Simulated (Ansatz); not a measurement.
**Band gap of rock-salt alkali halides: r2SCAN against PBEsol**

Ansatz (plane waves, PAW); cells keep the symmetry of their structure type. Ansatz (a program for electronic structure) is a plane-wave DFT program; potentials: the later of its two PAW sets. No spin-orbit coupling. PBEsol gaps are read at band edges searched over the zone in cells relaxed at that level, r2SCAN gaps at band edges searched over the zone in cells relaxed at that level. The two cells differ, so the slope holds a volume effect too.

Here x stands for PBEsol gap and y for r2SCAN gap.

```csv
solid,PBEsol gap (eV),r2SCAN gap (eV)
NaI,3.59,4.45
RbBr,4.22,4.89
KBr,4.34,5.07
NaCl,5.01,5.97
KCl,5.10,5.83
KF,6.15,6.91
LiF,9.05,?
```

Q: Using a straight line, estimate the missing y at x = 9.05 from the other rows, showing the fit.

A: With u = x - 4.7, the rows have u = -1.1100, -0.4800, -0.3600, 0.3100, 0.4000, 1.4500. Means: u 0.035000, y 5.520. About the means, the sum of products is 3.9311 and the sum of squares of u is 3.9434; the slope is their ratio. Least squares gives y = 5.485 + 0.9969·u. Residuals (row less fit): 0.072, -0.116, -0.056, 0.176, -0.054, -0.021; standard error 0.118 (degrees of freedom: 4). The slope is 0.997 with a standard error of 0.060. At the withheld row, u = 4.3500, so y = 5.485 + 0.9969 × 4.3500 = 9.822 eV. The calculation gives 10.33 eV, 0.508 eV above the prediction (8.6 % of the range of y in the table). The row lies outside the fitted rows, so this is an extrapolation. From the scatter of the fitted rows alone, a prediction at this place has a standard error of 0.287 eV, so the miss is 1.8 times that.

Spin-orbit coupling is left out, which can shift this property for NaI, RbBr, KBr. The rows are a random draw from the solids of this series computed here; series whose standard error about the line passes 12 to 30 % of the range of y, or with no trend, aren't shown in this form.
